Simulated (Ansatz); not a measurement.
System: MgO (model structure, started from the CsCl type, Pm-3m, No. 221, 2 atoms in the cell; like a known high-pressure phase). Method: PBEsol in Ansatz (plane waves, PAW).

Settings: plane-wave cutoff 520 eV, 12×12×12 k mesh, Fermi–Dirac smearing 0.01 eV, scalar-relativistic PAW data made under PBE.

Cell (relaxed with PBEsol):

```
CELL_PARAMETERS angstrom
      2.63342     0.00000     0.00000
      0.00000     2.63342     0.00000
      0.00000     0.00000     2.63342
ATOMIC_POSITIONS crystal
  Mg 0.00000 0.00000 0.00000
  O  0.50000 0.50000 0.50000
```

**Question.** What does this level give for the band gap and smallest direct gap on the k points sampled?

**Answer.** 
band gap: 2.47 eV (indirect)
smallest direct gap on the k points sampled: 3.48 eV

Static lattice: no zero-point or thermal effects.

A model structure was made by putting elements into a prototype or built by hand; it is no filed structure, need not be a known phase, and can be a saddle point held by its symmetry.

Ansatz is a quantum-chemistry and plane-wave program.
